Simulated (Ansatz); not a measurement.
For GaN (model structure, started from the CsCl type, Pm-3m, No. 221, 2 atoms in the cell), PBE-D3(BJ) in Ansatz (PAW) gives:

* **lattice parameter a**: 2.714 Å
* **cohesive energy**: 3.06 eV/atom

Q: What does r²SCAN (Ansatz, a program for electronic structure, plane waves, PAW) give for the same quantities?

A: 
- lattice constant a: 2.699 Å (falls by 0.6 %)
- cohesive energy: 2.64 eV/atom (decreases by 0.42 eV/atom)

Changes are worked out from the printed values.

Unless a cell is named, each level is at its own relaxed cell (PBE-D3(BJ) 10.00, r²SCAN 9.83 Å³/atom).

Ansatz's density-functional and Hartree–Fock values are scalar-relativistic unless marked +SOC, with PAW data made under PBE.

A model structure was made by putting elements into a prototype or built by hand; it is no filed structure, need not be a known phase, and can be a saddle point held by its symmetry.
